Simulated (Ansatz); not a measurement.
Consider ZnO in the wurtzite structure (space group P6_3mc, No. 186; a = 3.2300 Å, c = 5.2144 Å). Axes: x lies along a and z along c of the hexagonal cell.

Level of theory: Ansatz (a program for electronic structure) PBEsol, without spin-orbit coupling.

Strains are applied to the cell and any free atomic positions relax.

One change was made to it. Results:

The electron mass goes from 0.13 mₑ (at Γ) to 0.13 mₑ along x, 0.13 mₑ along y, 0.13 mₑ along z (at Γ); the pressure (mean of the normal stresses, compression positive) goes from zero to -2.52 GPa; the energy rises by 2.4 meV/atom.

**Question.** Name the change that was made.
A) uniaxial strain ε_xx = +1.80 %
B) uniaxial strain ε_xx = +2.40 %
C) uniaxial strain ε_xx = +1.20 %

**Answer.** A, uniaxial strain ε_xx = +1.80 %. For comparison, the electron mass in the other runs: uniaxial strain ε_xx = +2.40 % gives 0.13 mₑ along x, 0.12 mₑ along y, 0.13 mₑ along z (at Γ); uniaxial strain ε_xx = +1.20 % gives 0.13 mₑ (at Γ).

The levels and masses belong to the bands next to the band gap. Effective masses come from finite differences of ±0.01 Å⁻¹. Stability against distortions was not tested.
